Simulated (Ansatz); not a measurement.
Levels about the gap of amorphous Si24O50Zr (75 atoms in a cell of 1111 Å³, 2.34 g/cm³; zone centre alone, so wide bands show as single levels with stretches between that a denser mesh fills), at the geometry that PBE relaxed, where it gives 0.0 GPa on a denser mesh. The participation number counts the atoms over which a state spreads; weights are charges in smoothed Voronoi cells. The levels come from a single point, so bond lengths are those of that geometry. Method of the levels: r2SCAN, scalar-relativistic without spin-orbit coupling (Ansatz, a first-principles code). Sampling: the zone centre alone; Fermi-Dirac width 0.02 eV; no spin polarisation. At PBE the levels at the filled edge of the gap are localised (band-tail or defect states), and the nearest spread-out levels lie 5.2 eV apart at the zone centre.

It comes from a melt-quench run on a machine-learned potential (CHGNet), relaxed afterwards by DFT. O atoms were pushed apart under 1.9 Å during the dynamics, to hinder bonds among them. The hot cell started wider than the set density and was brought back towards it in steps. It is the lowest in DFT energy of 2 quenches. It is a model cell: composition and starting density were chosen by hand, and all elements were melted together. No dispersion term was used. Its density started from a set value of 2.31 and ended at 2.34 g/cm³. The quench (nominally 320 K/ps over its main leg) was far faster than any real one, so the model tends to hold more defects than a real film. One small periodic cell is one sample of the glass; other quenches scatter about these values. Volume and shape were free in the relaxation.

```json
[
 {"E - E(highest filled), eV": "-1.12", "filling": "filled", "participation number": "12.1", "largest on": "O, 2 neighbours", "weight O": "0.94", "weight Zr": "0.02", "weight Si": "0.04"},
 {"E - E(highest filled), eV": "-0.99", "filling": "filled", "participation number": "7.1", "largest on": "O, 2 neighbours", "weight O": "0.95", "weight Zr": "0.02", "weight Si": "0.04"},
 {"E - E(highest filled), eV": "-0.89", "filling": "filled", "participation number": "5.0", "largest on": "O, 2 neighbours", "weight O": "0.95", "weight Zr": "0.02", "weight Si": "0.04"},
 {"E - E(highest filled), eV": "-0.74", "filling": "filled", "participation number": "2.7", "largest on": "O, 2 neighbours", "weight O": "0.95", "weight Zr": "0.01", "weight Si": "0.04"},
 {"E - E(highest filled), eV": "-0.55", "filling": "filled", "participation number": "4.2", "largest on": "O, 2 neighbours", "weight O": "0.95", "weight Zr": "0.02", "weight Si": "0.04"},
 {"E - E(highest filled), eV": "-0.46", "filling": "filled", "participation number": "4.2", "largest on": "O, 2 neighbours", "weight O": "0.95", "weight Zr": "0.01", "weight Si": "0.04"},
 {"E - E(highest filled), eV": "0.00", "filling": "filled", "participation number": "2.5", "largest on": "O, 2 neighbours", "weight O": "0.96", "weight Zr": "0.01", "weight Si": "0.04"},
 {"E - E(highest filled), eV": "4.63", "filling": "empty", "participation number": "46.1", "largest on": "Si, 4 neighbours", "weight O": "0.68", "weight Zr": "0.03", "weight Si": "0.30"},
 {"E - E(highest filled), eV": "5.24", "filling": "empty", "participation number": "2.3", "largest on": "Zr, 5 neighbours", "weight O": "0.31", "weight Zr": "0.65", "weight Si": "0.05"},
 {"E - E(highest filled), eV": "5.61", "filling": "empty", "participation number": "2.5", "largest on": "Zr, 5 neighbours", "weight O": "0.31", "weight Zr": "0.63", "weight Si": "0.06"},
 {"E - E(highest filled), eV": "5.87", "filling": "empty", "participation number": "3.5", "largest on": "Zr, 5 neighbours", "weight O": "0.39", "weight Zr": "0.52", "weight Si": "0.10"},
 {"E - E(highest filled), eV": "6.16", "filling": "empty", "participation number": "42.1", "largest on": "Si, 4 neighbours", "weight O": "0.62", "weight Zr": "0.05", "weight Si": "0.33"},
 {"E - E(highest filled), eV": "6.23", "filling": "empty", "participation number": "28.3", "largest on": "Si, 4 neighbours", "weight O": "0.61", "weight Zr": "0.04", "weight Si": "0.34"},
 {"E - E(highest filled), eV": "6.63", "filling": "empty", "participation number": "44.5", "largest on": "Si, 4 neighbours", "weight O": "0.66", "weight Zr": "0.02", "weight Si": "0.32"}
]
```

Most localised among these is the empty level at +5.24 eV, on a Zr atom, which has 5 neighbours (O 2.01 Å, O 2.01 Å, O 2.02 Å, O 2.14 Å, O 2.18 Å).
